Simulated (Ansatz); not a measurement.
Results of RPBE (Ansatz, a quantum-chemistry and plane-wave program, PAW) for white tin (β-Sn).

Run with plane-wave cutoff 520 eV, 20×20×20 k mesh, Fermi–Dirac smearing 0.05 eV, scalar-relativistic PAW data made under PBE.

Cell (relaxed at this level):

```cif
data_Sn2
_chemical_formula_sum 'Sn2'
_space_group_name_H-M_alt 'P 1'
_space_group_IT_number 1
_cell_length_a 4.54546
_cell_length_b 4.54546
_cell_length_c 4.54546
_cell_angle_alpha 97.336
_cell_angle_beta 97.336
_cell_angle_gamma 138.127
loop_
_space_group_symop_operation_xyz
  'x, y, z'
loop_
_atom_site_label
_atom_site_type_symbol
_atom_site_fract_x
_atom_site_fract_y
_atom_site_fract_z
_atom_site_occupancy
Sn1 Sn 0.25000 0.75000 0.50000 1
Sn2 Sn 0.00000 0.00000 0.00000 1
```

Task: Estimate the bulk modulus and pressure derivative B′ of the bulk modulus that the calculation returns.

Result: 
- bulk modulus: 43.1 GPa
- pressure derivative B′ of the bulk modulus: 4.9

The run finds no gap.

Measured, for comparison: bulk modulus 57.0 GPa (temperature not stated, not corrected to a static lattice; as tabulated in Chen et al. (2023), arXiv:2209.05059). Computed (rounded) less measured: bulk modulus -24 %.

Note: the bulk modulus comes from volumes at which shape and atoms were relaxed.

Spin–orbit coupling is not included.

Computed values are for the static lattice.

Cost on a shared machine: about 8 core-minutes (a rough figure).
